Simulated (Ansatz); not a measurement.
Where the default PAW files enter, the runs use the earlier of Ansatz's two default sets.

Here is the system:

```
ZnS
1.0
    3.80796     0.00000     0.00000
   -1.90398     3.29779     0.00000
    0.00000     0.00000    18.67874
Zn S
6 6
Direct
  0.33333   0.66667   0.83326
  0.66667   0.33333   0.33326
  0.66667   0.33333   0.66686
  0.33333   0.66667   0.16686
  0.00000   0.00000   0.49994
  0.00000   0.00000   0.99994
  0.33333   0.66667   0.95812
  0.66667   0.33333   0.45812
  0.66667   0.33333   0.79171
  0.33333   0.66667   0.29171
  0.00000   0.00000   0.62511
  0.00000   0.00000   0.12511
```

Space group of this cell: P6_3mc. The cell is taken as given.

All values below come from r2SCAN (plane waves, PAW; Ansatz, a first-principles code).

The current runs along the normal of the first two printed vectors; no spin-orbit coupling. Scaled by the factor s: both lengths across the current (ions clamped). Meshes 12×12×2 and 12×12 across the current in all rows.

```tsv
s	mean pressure (GPa)	band gap (eV)
0.98	3.7	?
1.00	0.1	2.73
1.02	-2.7	2.53
```

Task: Take the slope of the band gap against ln s from the two given rows, extrapolate to s = 0.98, and say what the run there gives.

Result: Slope = (2.53 − 2.73) / ln 1.02 = -10.1 eV. The line gives 2.73 + (-10.1) × ln 0.98 = 2.93 eV. The run gives 2.88 eV, 0.05 eV under the line, 26 % of the predicted step.
